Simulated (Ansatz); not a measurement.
The reference is La₂O₃ (space group P-3m1, No. 164; a = 3.9403 Å, c = 6.1880 Å).

(Cell as relaxed with PBE.)

Levels (all Ansatz, a first-principles code, PAW): PBE (420 eV, spin-orbit coupling left out); r2SCAN (500 eV, spin-orbit coupling left out).

Each level relaxes its own structure.

```csv
base,PBE,r2SCAN
volume per atom,16.64 Å³,16.43 Å³
lattice parameter a,3.940 Å,3.935 Å
band gap,3.83 eV,4.23 eV
```

The change: cell and atoms relaxed at a pressure of 22.5 GPa.

```csv
quantity,PBE,r2SCAN
volume per atom,14.24 Å³,(withheld)
shift of the gap caused by the change,-0.05 eV,(withheld)
c/a ratio,1.442,(withheld)
```

### Question
Given the PBE results, estimate those of r2SCAN.

### Answer

- volume per atom, r2SCAN: 14.17 Å³
- shift of the gap caused by the change, r2SCAN: -0.11 eV
- c/a ratio, r2SCAN: 1.428

PBE's volume per atom lies 0.07 Å³ above r2SCAN's (0.5 %); PBE's shift of the gap caused by the change lies 0.06 eV above r2SCAN's; PBE's c/a ratio lies 0.014 above r2SCAN's. Neither level is exact; r2SCAN is the comparison here, not a measurement.

Load acts through the strain it causes; cell and atoms are relaxed under it. No phonon test of stability was made. Competing high-pressure phases were not computed.
